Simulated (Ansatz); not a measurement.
Here is the system:

```
SiC
1.0
    3.09918     0.00000     0.00000
    0.00000     3.09918     0.00000
    1.54959    -1.54959     2.16949
C Si
1 1
Direct
  0.25000   0.25000   0.50000
  0.00000   0.00000   0.00000
```

No spin polarisation.

Level of theory: r2SCAN, PAW, 500 eV (Ansatz, a program for electronic structure; no SOC). k-mesh 13×13×13 (Γ-centred); smearing 0.05 eV (Fermi–Dirac).

Question: Estimate the space group.

Answer: I-4m2 (No. 119).

Question: What valence-band top at Γ (three highest levels, from the VBM) does the calculation give?

Answer: 0.00, -0.07, -0.07 eV.

Question: What hole mass does the calculation give?

Answer: 0.35 mₑ out of plane, 0.57 mₑ in plane (at Γ).

The levels and masses belong to the bands next to the band gap. The cells carry an imposed strain or load. Masses are band curvatures over ±0.01 Å⁻¹ around the edge. Stability against distortions was not tested. The cell was made from SiC in the zinc blende structure (space group F-43m, No. 216) by this change: biaxial strain +0.61 %, plane normal [001], relaxed out of plane.
